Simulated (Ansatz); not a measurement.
System: interstitial Cl in monoclinic HfO2 (charge state -1). Method: PBE, PAW (plane waves to 420 eV; Ansatz, an electronic-structure program).

Cell of 96 host sites held at the relaxed PBE lattice; the Γ point alone; Fermi-Dirac width 0.01 eV, spin-restricted; finite-size errors left in. No zero-point or tunnelling terms. Spin-orbit coupling is left out. The charge state is imposed; whether it is stable for some Fermi level was not computed. Sites that were not tried may lie lower.

Barriers: single points on a 2×2×2 k-point mesh shifted by half a step at the bands' geometries.

The step: a concerted move, in which Cl travels most. Atoms about the jump, Cartesian Å from the middle of the jump, before and after:

```tsv
atom	x0	y0	z0	x1	y1	z1
Cl1	0.31	0.31	0.50	-0.31	-0.31	-0.50
O2	0.29	0.75	-1.92	0.55	1.31	-2.18
Hf3	-1.52	-0.21	2.00	-1.48	-0.14	1.77
Hf4	1.88	-0.58	-1.33	2.00	-0.57	-1.31
Hf5	-1.07	2.02	-0.98	-0.94	2.07	-0.85
O6	-0.71	1.82	2.25	-0.40	1.60	1.24
O7	0.74	-2.19	-0.62	0.95	-2.43	-0.65
O8	0.15	-1.50	2.32	0.25	-1.31	2.09
O9	-2.17	-1.63	0.43	-2.26	-1.70	0.44
O10	-2.51	0.94	0.12	-2.68	0.92	0.15
O11	2.77	0.82	0.07	2.52	0.91	0.14
O12	-1.67	-1.71	-2.23	-1.72	-1.81	-2.27
Hf13	1.21	2.47	1.56	1.41	2.50	1.44
O14	0.61	3.06	-0.40	0.67	3.24	-0.41
O15	-2.17	0.94	-2.55	-2.13	0.92	-2.49
Hf16	-1.02	-3.21	-0.84	-0.98	-3.24	-0.85
Hf17	1.43	-2.79	1.40	1.46	-2.79	1.35
Hf18	-3.25	-0.62	-1.25	-3.27	-0.62	-1.25
O19	2.99	-1.69	0.43	3.05	-1.61	0.40
Hf20	-0.54	-0.08	-3.61	-0.54	-0.06	-3.49
O21	2.07	0.93	2.79	2.09	0.98	2.79
O22	1.15	-1.25	-3.22	1.11	-1.25	-3.09
O23	-0.32	-3.84	1.06	-0.30	-3.84	1.09
O24	-0.90	0.14	4.01	-0.70	0.50	3.59
```

**Question.** Give the saddle-point geometry and the barrier.

**Answer.** 
```csv
atom,x,y,z
Cl1,-0.11,-0.04,0.02
O2,0.45,0.98,-2.06
Hf3,-1.51,-0.20,1.96
Hf4,1.90,-0.54,-1.36
Hf5,-1.08,2.06,-0.91
O6,-0.60,1.73,1.86
O7,0.86,-2.34,-0.69
O8,0.21,-1.41,2.25
O9,-2.24,-1.67,0.44
O10,-2.64,0.95,0.14
O11,2.59,0.90,0.14
O12,-1.65,-1.71,-2.21
Hf13,1.27,2.45,1.50
O14,0.63,3.07,-0.41
O15,-2.14,0.94,-2.50
Hf16,-0.99,-3.22,-0.84
Hf17,1.45,-2.79,1.37
Hf18,-3.26,-0.62,-1.22
O19,3.01,-1.63,0.41
Hf20,-0.54,-0.04,-3.55
O21,2.05,0.92,2.80
O22,1.13,-1.24,-3.20
O23,-0.33,-3.81,1.08
O24,-0.83,0.26,3.88
```
It lies 0.38 eV above the start and 0.32 eV above the end. The program found a first-order saddle point.
